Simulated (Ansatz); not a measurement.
Consider Sc-vacancy pair (Sc on one host Ga site, one Ga site vacant) in zinc-blende GaAs, charge state -3. Computed with PBE, PAW (plane waves to 420 eV; Ansatz, an electronic-structure program).

Settings: 64 host sites, the relaxed PBE lattice, one k-point at (0.250, 0.250, 0.250), smearing 0.05 eV, spin-restricted, no image-charge correction. No zero-point or tunnelling terms. PBE gaps are too small, and in this host the defect's levels may merge with the bands. The charge state is imposed; whether it is stable for some Fermi level was not computed. Forms of the defect that were not tried may lie lower.

Barriers: single points on a 2×2×2 k-point mesh shifted by half a step at the bands' geometries (they differ from the bands' own by up to 0.08 eV, and are uncertain by about as much).

Relaxed starting cell (atoms counted from 1):

```xyz
63
Lattice="11.4913 0.0000 0.0000 0.0000 11.4913 0.0000 0.0000 0.0000 11.4913" Properties=species:S:1:pos:R:3 pbc="T T T"
Sc    -0.0034     0.2317     0.2289
Ga     0.0721     0.0538     5.6977
Ga     0.0724     5.6983     0.0535
Ga    -0.1445     5.6984     5.6966
Ga     5.7441     0.0244     0.0227
Ga     5.7474     0.0183     5.7594
Ga     5.7470     5.7605     0.0176
Ga     5.7125     5.7231     5.7214
As     1.2656     1.5269     4.1315
As     1.4902     1.5219     9.9915
As     1.4070     7.1212     4.3197
As     1.4232     7.1866    10.0509
As     7.1790     1.4457     4.3312
As     7.1931     1.4631    10.0748
As     7.1742     7.1774     4.3124
As     7.1783     7.2018    10.0725
Ga    -0.0140     2.9122     8.5860
Ga    -0.0141     8.5871     2.9104
Ga    -0.0322     8.6468     8.6456
Ga     5.7328     2.8714     2.8705
Ga     5.7460     2.8731     8.6170
Ga     5.7455     8.6182     2.8696
Ga     5.7307     8.6230     8.6223
As     1.2636     4.1311     1.5272
As     1.4069     4.3213     7.1194
As     1.4893     9.9927     1.5192
As     1.4237    10.0524     7.1857
As     7.1788     4.3325     1.4448
As     7.1746     4.3145     7.1755
As     7.1933    10.0765     1.4611
As     7.1784    10.0733     7.2009
Ga     2.8494     0.0246     2.9926
Ga     2.8759     0.0130     8.6003
Ga     2.7673     5.6538     2.7717
Ga     2.8390     5.7289     8.5960
Ga     8.6679     0.0848     2.8278
Ga     8.6310     0.0095     8.6338
Ga     8.6711     5.6864     2.9596
Ga     8.6074     5.7495     8.6311
As     4.2692     1.4421     1.4414
As     4.2951     1.4579     7.1657
As     4.2938     7.1657     1.4568
As     4.2942     7.1780     7.1771
As    10.0990     1.7740     1.7717
As    10.0491     1.4452     7.1584
As    10.0490     7.1591     1.4439
As    10.0394     7.2073     7.2057
Ga     2.8490     2.9940     0.0256
Ga     2.7690     2.7727     5.6539
Ga     2.8756     8.6007     0.0116
Ga     2.8391     8.5969     5.7284
Ga     8.6677     2.8306     0.0829
Ga     8.6711     2.9608     5.6853
Ga     8.6309     8.6344     0.0088
Ga     8.6073     8.6323     5.7477
As     4.2516     4.2916     4.2903
As     4.3307     4.3410    10.0415
As     4.3312    10.0417     4.3402
As     4.3017    10.0710    10.0699
As    10.1814     4.1674     4.1664
As    10.0490     4.3202    10.0767
As    10.0487    10.0781     4.3182
As    10.0776    10.1120    10.1116
```
Cell charge -3.

End state 1 differs by these moves (Å; atoms that move under 0.08 Å are left out):

```json
[
 {"atom": "1", "element": "Sc", "Δx": "0.03", "Δy": "-0.17", "Δz": "-0.16"},
 {"atom": "2", "element": "Ga", "Δx": "-0.14", "Δy": "0.00", "Δz": "0.14"},
 {"atom": "3", "element": "Ga", "Δx": "-0.12", "Δy": "0.03", "Δz": "-0.07"},
 {"atom": "6", "element": "Ga", "Δx": "0.09", "Δy": "0.08", "Δz": "-0.06"},
 {"atom": "8", "element": "Ga", "Δx": "0.06", "Δy": "-0.03", "Δz": "0.12"},
 {"atom": "9", "element": "As", "Δx": "0.13", "Δy": "-0.09", "Δz": "0.19"},
 {"atom": "13", "element": "As", "Δx": "0.19", "Δy": "0.23", "Δz": "0.24"},
 {"atom": "17", "element": "Ga", "Δx": "-0.09", "Δy": "-0.12", "Δz": "-0.07"},
 {"atom": "19", "element": "Ga", "Δx": "-0.02", "Δy": "-0.06", "Δz": "-0.05"},
 {"atom": "20", "element": "Ga", "Δx": "0.09", "Δy": "-0.07", "Δz": "0.11"},
 {"atom": "21", "element": "Ga", "Δx": "0.04", "Δy": "0.08", "Δz": "-0.04"},
 {"atom": "24", "element": "As", "Δx": "0.15", "Δy": "0.17", "Δz": "-0.09"},
 {"atom": "29", "element": "As", "Δx": "0.10", "Δy": "-0.17", "Δz": "-0.15"},
 {"atom": "34", "element": "Ga", "Δx": "0.09", "Δy": "0.07", "Δz": "0.12"},
 {"atom": "36", "element": "Ga", "Δx": "-0.17", "Δy": "0.02", "Δz": "0.19"},
 {"atom": "37", "element": "Ga", "Δx": "0.05", "Δy": "0.03", "Δz": "-0.07"},
 {"atom": "39", "element": "Ga", "Δx": "-0.12", "Δy": "-0.08", "Δz": "-0.08"},
 {"atom": "44", "element": "As", "Δx": "-0.15", "Δy": "-0.27", "Δz": "-0.24"},
 {"atom": "45", "element": "As", "Δx": "-0.18", "Δy": "0.10", "Δz": "-0.14"},
 {"atom": "47", "element": "As", "Δx": "-0.02", "Δy": "-0.07", "Δz": "-0.03"},
 {"atom": "48", "element": "Ga", "Δx": "0.04", "Δy": "-0.10", "Δz": "-0.02"},
 {"atom": "49", "element": "Ga", "Δx": "0.08", "Δy": "0.10", "Δz": "0.10"},
 {"atom": "52", "element": "Ga", "Δx": "-0.10", "Δy": "0.07", "Δz": "-0.07"},
 {"atom": "53", "element": "Ga", "Δx": "2.73", "Δy": "0.02", "Δz": "-2.73"},
 {"atom": "60", "element": "As", "Δx": "-0.31", "Δy": "-0.01", "Δz": "0.29"},
 {"atom": "63", "element": "As", "Δx": "-0.06", "Δy": "-0.09", "Δz": "-0.07"}
]
```

Question: Estimate the forward and backward barriers to end state 1 that PBE, PAW returns for this input.

Answer: forward 1.56 eV, backward 1.56 eV; at the saddle point atom 53 has neighbours As at 2.39, As at 2.66, As at 2.74, As at 2.78, As at 2.94 Å. The saddle point's order was not checked.
